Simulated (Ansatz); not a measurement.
**Si well of 13 atomic layers along [001] in random Si0.7Ge0.3, interfaces one step of a layer**

Prepared with Tersoff's 1989 multicomponent potential (SiCGe.tersoff) (LAMMPS): minimisation. Geometry as solved with PBE, support functions at accuracy medium on the grid of 370 eV in Ansatz (a program for electronic structure).

```xyz
720
Lattice="16.67 0.00 0.00 0.00 16.67 0.00 0.00 0.00 54.95" Properties=species:S:1:pos:R:3 pbc="T T T"
Si    -0.01     0.03     0.02
Si     1.40     1.40     1.38
Si     2.78     2.77    -0.01
Si     4.17     4.16     1.35
Si     2.75     0.01     2.76
Si     4.14     1.41     4.11
Si     0.04     2.79     2.73
Si     1.41     4.16     4.11
Si     0.02    -0.02     5.54
Si     1.40     1.38     6.90
Si     2.75     2.75     5.49
Ge     4.17     4.15     6.88
Si     2.81     0.03     8.25
Si     4.17     1.39     9.65
Si     0.02     2.75     8.29
Si     1.37     4.14     9.66
Ge    -0.02     0.02    11.09
Si     1.41     1.42    12.46
Si     2.75     2.74    11.01
Ge     4.18     4.10    12.40
Si     2.77     0.00    13.82
Si     4.17     1.35    15.20
Si     0.02     2.80    13.81
Si     1.33     4.16    15.23
Si     0.01    -0.02    16.62
Si     1.37     1.36    18.00
Ge     2.77     2.77    16.59
Si     4.18     4.17    18.00
Si     2.78     0.00    19.35
Si     4.17     1.39    20.70
Si    -0.01     2.77    19.33
Si     1.38     4.15    20.69
Si     0.00     0.00    22.05
Si     1.39     1.39    23.40
Si     2.78     2.78    22.05
Si     4.17     4.17    23.40
Si     2.78     0.00    24.76
Si     4.17     1.39    26.11
Si     0.00     2.78    24.75
Si     1.39     4.17    26.10
Si     0.00     0.00    27.46
Si     1.39     1.39    28.81
Si     2.78     2.78    27.46
Si     4.17     4.17    28.81
Si     2.78     0.00    30.17
Si     4.17     1.39    31.52
Si     0.00     2.78    30.17
Si     1.39     4.17    31.52
Si     0.00     0.00    32.87
Si     1.39     1.38    34.22
Si     2.78     2.78    32.88
Si     4.17     4.17    34.23
Si     2.75    -0.02    35.58
Ge     4.16     1.39    36.96
Si     0.02     2.76    35.59
Si     1.39     4.17    36.94
Si    -0.02    -0.03    38.32
Ge     1.39     1.39    39.72
Si     2.77     2.83    38.34
Si     4.18     4.16    39.72
Si     2.84     0.00    41.08
Si     4.21     1.38    42.45
Si    -0.01     2.79    41.14
Si     1.37     4.18    42.47
Ge    -0.04     0.01    43.86
Si     1.40     1.38    45.25
Ge     2.80     2.78    43.85
Si     4.20     4.18    45.25
Si     2.79     0.00    46.57
Ge     4.16     1.40    48.00
Ge     0.00     2.79    46.64
Si     1.44     4.18    48.02
Ge     0.00     0.03    49.36
Ge     1.41     1.44    50.81
Si     2.81     2.84    49.41
Si     4.20     4.18    50.78
Si     2.81     0.02    52.18
Si     4.15     1.43    53.54
Si    -0.02     2.80    52.21
Si     1.39     4.13    53.57
Ge    -0.03     5.54    -0.02
Ge     1.43     6.95     1.40
Si     2.81     8.35    -0.01
Si     4.16     9.72     1.38
Si     2.83     5.52     2.77
Si     4.21     6.92     4.10
Si     0.02     8.33     2.79
Si     1.39     9.72     4.11
Si     0.04     5.55     5.48
Si     1.40     6.90     6.88
Ge     2.80     8.33     5.50
Si     4.18     9.77     6.89
Si     2.74     5.53     8.29
Si     4.15     6.89     9.63
Ge    -0.03     8.31     8.25
Ge     1.39     9.78     9.63
Si    -0.04     5.52    11.03
Si     1.33     6.89    12.39
Ge     2.77     8.30    11.04
Ge     4.18     9.78    12.42
Ge     2.73     5.52    13.81
Ge     4.18     6.90    15.25
Ge    -0.04     8.28    13.81
Ge     1.39     9.74    15.20
Si    -0.03     5.55    16.62
Si     1.35     6.91    18.01
Ge     2.78     8.33    16.67
Si     4.20     9.76    18.02
Si     2.77     5.55    19.35
Si     4.16     6.95    20.69
Si    -0.02     8.33    19.35
Si     1.39     9.72    20.69
Si     0.00     5.55    22.05
Si     1.39     6.94    23.40
Si     2.78     8.34    22.05
Si     4.17     9.73    23.39
Si     2.78     5.56    24.75
Si     4.17     6.95    26.10
Si     0.00     8.33    24.75
Si     1.39     9.72    26.10
Si     0.00     5.56    27.46
Si     1.39     6.95    28.81
Si     2.78     8.34    27.46
Si     4.16     9.73    28.81
Si     2.77     5.56    30.16
Si     4.16     6.95    31.51
Si     0.00     8.33    30.16
Si     1.38     9.72    31.52
Si     0.00     5.55    32.88
Si     1.39     6.95    34.24
Si     2.77     8.33    32.87
Si     4.15     9.72    34.23
Si     2.78     5.55    35.59
Si     4.17     6.93    36.95
Si     0.00     8.33    35.60
Si     1.39     9.72    36.95
Si     0.00     5.56    38.27
Ge     1.43     6.93    39.66
Si     2.82     8.36    38.29
Si     4.20     9.70    39.69
Si     2.78     5.50    41.08
Ge     4.20     6.90    42.46
Ge    -0.03     8.36    41.05
Ge     1.37     9.77    42.50
Si     0.02     5.53    43.89
Si     1.37     6.89    45.30
Ge     2.77     8.31    43.92
Si     4.19     9.70    45.29
Si     2.81     5.54    46.64
Si     4.19     6.92    48.00
Si    -0.01     8.32    46.62
Si     1.36     9.68    48.00
Ge    -0.01     5.55    49.41
Si     1.36     6.96    50.83
Ge     2.78     8.31    49.40
Si     4.19     9.69    50.82
Ge     2.79     5.56    52.20
Si     4.20     6.96    53.59
Si    -0.02     8.34    52.19
Si     1.40     9.68    53.57
Ge     0.03    11.12     0.00
Si     1.42    12.53     1.42
Si     2.80    13.88     0.04
Si     4.13    15.30     1.40
Si     2.78    11.11     2.77
Si     4.13    12.47     4.18
Si     0.01    13.91     2.77
Si     1.39    15.29     4.15
Ge     0.01    11.13     5.51
Si     1.43    12.52     6.89
Si     2.78    13.90     5.52
Si     4.14    15.27     6.91
Si     2.83    11.17     8.26
Si     4.19    12.53     9.66
Ge    -0.03    13.88     8.27
Ge     1.43    15.30     9.66
Si    -0.02    11.17    11.04
Ge     1.39    12.55    12.44
Si     2.83    13.91    11.04
Si     4.14    15.31    12.42
Si     2.79    11.15    13.84
Si     4.17    12.48    15.22
Si    -0.04    13.94    13.85
Si     1.36    15.32    15.19
Ge    -0.05    11.15    16.62
Si     1.38    12.52    18.01
Ge     2.77    13.91    16.59
Si     4.18    15.31    17.99
Si     2.78    11.13    19.35
Si     4.17    12.52    20.69
Si    -0.01    13.90    19.34
Si     1.38    15.28    20.70
Si     0.00    11.11    22.04
Si     1.39    12.50    23.40
Si     2.78    13.90    22.05
Si     4.17    15.28    23.40
Si     2.78    11.11    24.75
Si     4.17    12.50    26.10
Si     0.00    13.89    24.75
Si     1.39    15.28    26.11
Si     0.00    11.11    27.46
Si     1.39    12.50    28.81
Si     2.78    13.89    27.46
Si     4.17    15.28    28.81
Si     2.78    11.11    30.17
Si     4.16    12.50    31.52
Si     0.00    13.89    30.16
Si     1.39    15.28    31.52
Si    -0.01    11.11    32.87
Si     1.38    12.51    34.23
Si     2.78    13.89    32.87
Si     4.16    15.29    34.22
Si     2.75    11.10    35.57
Ge     4.15    12.52    36.96
Si     0.00    13.89    35.59
Si     1.37    15.28    36.95
Si    -0.01    11.13    38.30
Si     1.35    12.53    39.66
Si     2.74    13.94    38.35
Si     4.17    15.28    39.70
Ge     2.79    11.15    41.04
Si     4.16    12.54    42.46
Si    -0.04    13.88    41.05
Ge     1.40    15.26    42.43
Si    -0.04    11.17    43.87
Si     1.37    12.53    45.20
Si     2.79    13.88    43.86
Si     4.14    15.32    45.19
Ge     2.74    11.12    46.63
Si     4.12    12.52    48.05
Si    -0.01    13.90    46.56
Ge     1.42    15.26    47.96
Ge     0.01    11.08    49.44
Si     1.41    12.52    50.80
Si     2.79    13.89    49.44
Si     4.16    15.29    50.81
Ge     2.80    11.11    52.20
Si     4.18    12.51    53.61
Si     0.02    13.86    52.18
Ge     1.40    15.28    53.58
Ge     5.54     0.03     0.00
Si     6.93     1.46     1.39
Si     8.29     2.85     0.02
Si     9.69     4.20     1.38
Ge     8.30     0.05     2.81
Si     9.73     1.40     4.21
Si     5.53     2.80     2.76
Si     6.94     4.16     4.12
Ge     5.54     0.02     5.54
Si     6.97     1.41     6.92
Si     8.32     2.79     5.52
Si     9.69     4.18     6.87
Si     8.36     0.00     8.25
Si     9.72     1.33     9.66
Si     5.58     2.76     8.30
Si     6.94     4.17     9.62
Si     5.52     0.02    11.06
Si     6.90     1.38    12.43
Ge     8.33     2.75    11.04
Si     9.74     4.11    12.47
Ge     8.35    -0.01    13.78
Ge     9.77     1.41    15.23
Si     5.56     2.72    13.85
Si     6.92     4.10    15.26
Si     5.55     0.03    16.62
Si     6.95     1.39    17.98
Si     8.33     2.78    16.63
Si     9.73     4.16    17.98
Si     8.33     0.00    19.33
Si     9.72     1.38    20.69
Si     5.56     2.78    19.35
Si     6.95     4.17    20.69
Si     5.56     0.00    22.05
Si     6.95     1.39    23.40
Si     8.34     2.78    22.04
Si     9.73     4.17    23.40
Si     8.34     0.00    24.75
Si     9.73     1.39    26.10
Si     5.56     2.78    24.75
Si     6.95     4.17    26.11
Si     5.56     0.00    27.46
Si     6.95     1.39    28.81
Si     8.34     2.78    27.46
Si     9.73     4.17    28.81
Si     8.34     0.00    30.16
Si     9.73     1.39    31.51
Si     5.56     2.78    30.16
Si     6.95     4.17    31.51
Si     5.56     0.01    32.88
Si     6.96     1.40    34.23
Si     8.34     2.78    32.86
Si     9.74     4.14    34.21
Si     8.34     0.02    35.60
Si     9.73     1.40    36.97
Si     5.57     2.79    35.58
Si     6.92     4.15    36.99
Si     5.57    -0.01    38.36
Si     6.96     1.39    39.71
Si     8.32     2.77    38.33
Si     9.68     4.16    39.72
Si     8.37     0.03    41.08
Si     9.71     1.37    42.50
Si     5.58     2.77    41.08
Si     6.96     4.14    42.47
Si     5.55     0.03    43.86
Si     6.95     1.40    45.23
Si     8.33     2.75    43.85
Si     9.72     4.10    45.23
Si     8.36     0.05    46.60
Si     9.75     1.38    47.99
Si     5.56     2.78    46.59
Ge     6.92     4.18    48.01
Si     5.54     0.02    49.46
Si     6.90     1.41    50.81
Ge     8.36     2.76    49.42
Si     9.73     4.22    50.81
Ge     8.31    -0.02    52.15
Ge     9.70     1.47    53.56
Si     5.55     2.81    52.18
Si     6.92     4.19    53.56
Si     5.56     5.57     0.01
Si     6.94     6.94     1.39
Si     8.31     8.31     0.00
Si     9.69     9.72     1.34
Si     8.32     5.56     2.77
Si     9.71     6.93     4.15
Si     5.56     8.34     2.74
Si     6.94     9.70     4.14
Si     5.59     5.56     5.48
Si     6.97     6.93     6.85
Si     8.34     8.33     5.51
Si     9.75     9.71     6.87
Si     8.30     5.54     8.23
Ge     9.72     6.95     9.59
Ge     5.55     8.33     8.26
Si     6.92     9.77     9.65
Si     5.54     5.52    10.98
Ge     6.93     6.90    12.40
Ge     8.32     8.38    11.02
Ge     9.75     9.81    12.44
Ge     8.33     5.48    13.85
Ge     9.73     6.94    15.28
Ge     5.58     8.35    13.84
Ge     6.99     9.77    15.26
Si     5.59     5.51    16.64
Si     6.95     6.94    17.99
Si     8.35     8.35    16.67
Si     9.74     9.74    17.99
Si     8.35     5.56    19.34
Si     9.73     6.95    20.69
Si     5.56     8.34    19.34
Si     6.96     9.72    20.69
Si     5.56     5.56    22.04
Si     6.95     6.95    23.40
Si     8.34     8.33    22.05
Si     9.73     9.72    23.40
Si     8.34     5.56    24.75
Si     9.72     6.95    26.11
Si     5.56     8.34    24.75
Si     6.95     9.73    26.11
Si     5.56     5.56    27.46
Si     6.94     6.95    28.81
Si     8.33     8.34    27.46
Si     9.72     9.73    28.82
Si     8.34     5.56    30.16
Si     9.73     6.94    31.52
Si     5.55     8.34    30.16
Si     6.94     9.73    31.51
Si     5.55     5.56    32.86
Si     6.92     6.96    34.20
Si     8.33     8.34    32.85
Si     9.71     9.75    34.19
Ge     8.32     5.55    35.59
Si     9.71     6.96    36.98
Si     5.53     8.31    35.57
Ge     6.95     9.71    36.96
Si     5.55     5.55    38.34
Si     6.95     6.92    39.70
Si     8.35     8.31    38.36
Si     9.76     9.70    39.69
Si     8.31     5.54    41.09
Si     9.69     6.94    42.43
Si     5.58     8.32    41.05
Si     6.95     9.66    42.45
Si     5.61     5.52    43.87
Si     6.95     6.96    45.21
Si     8.35     8.32    43.83
Si     9.75     9.68    45.22
Ge     8.37     5.58    46.60
Si     9.74     6.97    48.04
Si     5.57     8.30    46.63
Si     6.95     9.64    48.02
Si     5.55     5.58    49.43
Si     6.94     6.93    50.80
Si     8.32     8.29    49.41
Si     9.69     9.66    50.77
Si     8.32     5.56    52.19
Si     9.68     6.92    53.58
Si     5.57     8.31    52.18
Si     6.91     9.67    53.59
Si     5.53    11.06    -0.02
Ge     6.93    12.44     1.38
Ge     8.34    13.86    -0.05
Ge     9.73    15.28     1.41
Si     8.34    11.05     2.77
Ge     9.72    12.49     4.16
Ge     5.52    13.90     2.80
Si     6.94    15.28     4.18
Si     5.57    11.12     5.50
Si     6.92    12.53     6.87
Si     8.32    13.92     5.55
Si     9.74    15.28     6.90
Ge     8.35    11.14     8.26
Si     9.78    12.54     9.66
Si     5.54    13.89     8.25
Ge     6.95    15.28     9.66
Si     5.59    11.17    11.01
Si     6.99    12.51    12.40
Si     8.39    13.88    11.05
Si     9.77    15.26    12.41
Si     8.35    11.20    13.84
Si     9.75    12.52    15.22
Ge     5.54    13.88    13.79
Ge     6.96    15.27    15.26
Si     5.55    11.15    16.63
Si     6.96    12.52    17.98
Si     8.38    13.87    16.63
Si     9.73    15.28    17.99
Si     8.34    11.12    19.34
Si     9.73    12.51    20.69
Si     5.56    13.91    19.33
Si     6.95    15.29    20.70
Si     5.56    11.12    22.04
Si     6.95    12.50    23.40
Si     8.34    13.89    22.05
Si     9.73    15.28    23.40
Si     8.33    11.11    24.75
Si     9.72    12.50    26.11
Si     5.56    13.89    24.75
Si     6.95    15.28    26.10
Si     5.56    11.12    27.46
Si     6.94    12.51    28.81
Si     8.33    13.89    27.46
Si     9.72    15.28    28.81
Si     8.33    11.12    30.17
Si     9.73    12.52    31.51
Si     5.56    13.89    30.17
Si     6.95    15.29    31.52
Si     5.55    11.12    32.88
Si     6.94    12.52    34.22
Si     8.34    13.90    32.88
Si     9.73    15.29    34.24
Si     8.33    11.12    35.55
Ge     9.76    12.49    36.95
Si     5.57    13.93    35.58
Si     6.93    15.32    36.94
Si     5.55    11.12    38.36
Si     6.89    12.50    39.72
Ge     8.32    13.92    38.36
Si     9.75    15.31    39.73
Ge     8.33    11.09    41.07
Ge     9.76    12.54    42.49
Si     5.53    13.89    41.08
Ge     6.95    15.30    42.46
Ge     5.54    11.07    43.82
Ge     6.96    12.52    45.22
Si     8.37    13.95    43.87
Si     9.74    15.32    45.24
Ge     8.35    11.05    46.63
Ge     9.75    12.54    48.01
Ge     5.50    13.92    46.64
Ge     6.97    15.34    48.04
Ge     5.55    11.08    49.38
Ge     6.94    12.55    50.80
Si     8.37    13.93    49.42
Si     9.77    15.27    50.77
Ge     8.34    11.06    52.20
Si     9.78    12.48    53.54
Si     5.51    13.91    52.21
Si     6.91    15.26    53.55
Ge    11.15     0.04     0.02
Si    12.56     1.40     1.41
Si    13.92     2.77     0.03
Si    15.29     4.13     1.39
Si    13.90    -0.04     2.75
Ge    15.30     1.39     4.13
Ge    11.11     2.80     2.78
Si    12.49     4.19     4.20
Si    11.12    -0.02     5.52
Si    12.52     1.34     6.87
Si    13.86     2.77     5.52
Ge    15.29     4.16     6.89
Si    13.90     0.00     8.28
Si    15.27     1.40     9.65
Ge    11.09     2.73     8.24
Ge    12.55     4.14     9.66
Si    11.13    -0.01    11.03
Si    12.49     1.39    12.40
Si    13.93     2.74    11.07
Si    15.29     4.14    12.44
Ge    13.85    -0.03    13.82
Ge    15.29     1.40    15.23
Si    11.17     2.78    13.81
Si    12.52     4.16    15.21
Si    11.13    -0.03    16.63
Si    12.51     1.38    17.97
Si    13.87     2.79    16.62
Si    15.27     4.16    17.98
Si    13.90     0.00    19.32
Si    15.28     1.38    20.69
Si    11.11     2.76    19.33
Si    12.50     4.16    20.68
Si    11.12     0.00    22.04
Si    12.50     1.39    23.40
Si    13.89     2.78    22.04
Si    15.28     4.16    23.40
Si    13.89     0.00    24.75
Si    15.28     1.39    26.11
Si    11.12     2.78    24.75
Si    12.50     4.17    26.11
Si    11.11     0.00    27.45
Si    12.51     1.39    28.81
Si    13.89     2.78    27.46
Si    15.28     4.17    28.81
Si    13.89     0.00    30.17
Si    15.28     1.39    31.52
Si    11.12     2.78    30.16
Si    12.51     4.16    31.52
Si    11.12     0.00    32.87
Si    12.51     1.38    34.23
Si    13.90     2.78    32.88
Si    15.29     4.16    34.24
Si    13.90    -0.01    35.58
Si    15.31     1.35    36.92
Si    11.11     2.76    35.58
Si    12.50     4.16    36.91
Si    11.11    -0.01    38.32
Si    12.49     1.33    39.70
Ge    13.88     2.73    38.30
Ge    15.29     4.19    39.71
Si    13.89     0.00    41.09
Si    15.24     1.42    42.46
Ge    11.10     2.75    41.09
Si    12.53     4.15    42.46
Si    11.12     0.00    43.85
Si    12.50     1.39    45.22
Si    13.88     2.79    43.86
Si    15.27     4.18    45.22
Si    13.87     0.01    46.61
Si    15.22     1.40    48.00
Si    11.11     2.75    46.60
Ge    12.50     4.17    48.01
Si    11.11     0.01    49.38
Si    12.47     1.42    50.75
Si    13.89     2.77    49.42
Si    15.26     4.14    50.81
Ge    13.89     0.07    52.18
Si    15.31     1.43    53.61
Si    11.11     2.82    52.13
Ge    12.51     4.18    53.57
Si    11.07     5.57     0.01
Si    12.49     6.94     1.34
Si    13.86     8.31    -0.04
Ge    15.25     9.69     1.41
Ge    13.90     5.56     2.77
Si    15.34     6.95     4.15
Ge    11.10     8.35     2.74
Si    12.50     9.76     4.15
Si    11.09     5.57     5.54
Si    12.48     6.94     6.91
Ge    13.89     8.33     5.52
Si    15.25     9.76     6.91
Si    13.89     5.59     8.27
Si    15.26     6.93     9.67
Si    11.14     8.36     8.24
Si    12.50     9.74     9.64
Ge    11.10     5.53    11.07
Ge    12.57     6.95    12.45
Si    13.88     8.35    10.99
Ge    15.24     9.77    12.41
Si    13.94     5.51    13.86
Si    15.25     6.91    15.25
Ge    11.16     8.39    13.88
Si    12.55     9.78    15.27
Si    11.15     5.51    16.62
Si    12.51     6.94    17.97
Si    13.88     8.33    16.60
Si    15.25     9.69    17.99
Si    13.89     5.56    19.34
Si    15.27     6.94    20.71
Si    11.12     8.33    19.33
Si    12.50     9.72    20.70
Si    11.12     5.56    22.04
Si    12.50     6.94    23.40
Si    13.89     8.34    22.05
Si    15.28     9.72    23.40
Si    13.89     5.55    24.75
Si    15.28     6.94    26.10
Si    11.11     8.33    24.75
Si    12.50     9.72    26.11
Si    11.12     5.56    27.46
Si    12.51     6.95    28.81
Si    13.89     8.33    27.46
Si    15.28     9.72    28.81
Si    13.90     5.56    30.17
Si    15.29     6.95    31.52
Si    11.12     8.34    30.17
Si    12.51     9.73    31.52
Si    11.12     5.55    32.87
Si    12.53     6.93    34.21
Si    13.90     8.34    32.87
Si    15.28     9.73    34.24
Si    13.90     5.55    35.59
Si    15.27     6.95    36.96
Ge    11.12     8.36    35.59
Si    12.55     9.74    36.99
Ge    11.12     5.55    38.34
Si    12.52     6.97    39.74
Si    13.90     8.34    38.34
Si    15.26     9.78    39.67
Si    13.86     5.56    41.10
Ge    15.27     6.92    42.51
Si    11.10     8.32    41.08
Ge    12.51     9.74    42.47
Ge    11.10     5.53    43.83
Ge    12.51     6.97    45.27
Si    13.92     8.36    43.88
Si    15.32     9.71    45.22
Si    13.94     5.56    46.63
Si    15.27     6.96    48.00
Si    11.09     8.34    46.66
Si    12.51     9.67    48.02
Si    11.10     5.58    49.41
Si    12.53     6.92    50.76
Si    13.89     8.32    49.40
Si    15.25     9.69    50.82
Si    13.91     5.57    52.14
Si    15.25     6.96    53.52
Ge    11.11     8.30    52.18
Si    12.51     9.73    53.57
Si    11.11    11.09    -0.02
Ge    12.52    12.49     1.38
Si    13.96    13.87    -0.01
Si    15.30    15.28     1.37
Si    13.90    11.12     2.81
Si    15.27    12.55     4.13
Si    11.14    13.90     2.79
Si    12.50    15.29     4.14
Si    11.14    11.11     5.55
Si    12.51    12.52     6.91
Si    13.88    13.91     5.52
Si    15.26    15.30     6.88
Si    13.88    11.13     8.29
Si    15.24    12.50     9.68
Si    11.14    13.92     8.28
Si    12.52    15.29     9.66
Si    11.17    11.17    11.02
Si    12.50    12.53    12.44
Si    13.88    13.90    11.05
Si    15.26    15.25    12.44
Si    13.86    11.17    13.84
Si    15.24    12.56    15.20
Si    11.11    13.89    13.83
Si    12.46    15.25    15.24
Si    11.12    11.13    16.60
Si    12.50    12.51    17.97
Si    13.87    13.90    16.60
Si    15.28    15.27    17.96
Si    13.88    11.11    19.33
Si    15.27    12.50    20.69
Si    11.12    13.89    19.34
Si    12.51    15.28    20.69
Si    11.11    11.11    22.05
Si    12.50    12.50    23.40
Si    13.89    13.89    22.04
Si    15.28    15.28    23.40
Si    13.89    11.11    24.75
Si    15.28    12.50    26.10
Si    11.11    13.89    24.75
Si    12.50    15.28    26.10
Si    11.11    11.11    27.46
Si    12.50    12.50    28.81
Si    13.89    13.89    27.46
Si    15.28    15.28    28.81
Si    13.89    11.11    30.16
Si    15.28    12.50    31.51
Si    11.12    13.90    30.16
Si    12.50    15.28    31.52
Si    11.12    11.13    32.86
Si    12.52    12.50    34.23
Si    13.90    13.89    32.87
Si    15.28    15.27    34.22
Si    13.90    11.13    35.60
Si    15.28    12.52    36.95
Si    11.15    13.92    35.57
Si    12.52    15.29    36.95
Si    11.16    11.09    38.37
Si    12.51    12.53    39.71
Si    13.89    13.90    38.32
Si    15.26    15.28    39.70
Si    13.90    11.16    41.06
Si    15.26    12.53    42.47
Si    11.16    13.94    41.07
Si    12.51    15.30    42.47
Si    11.12    11.12    43.89
Si    12.48    12.53    45.22
Si    13.87    13.90    43.84
Si    15.23    15.27    45.25
Ge    13.86    11.08    46.59
Ge    15.29    12.51    47.98
Si    11.13    13.94    46.59
Si    12.47    15.32    47.98
Ge    11.13    11.07    49.44
Si    12.51    12.47    50.84
Ge    13.83    13.90    49.39
Ge    15.30    15.27    50.80
Si    13.90    11.10    52.20
Si    15.29    12.49    53.54
Si    11.11    13.86    52.15
Ge    12.52    15.24    53.56
```
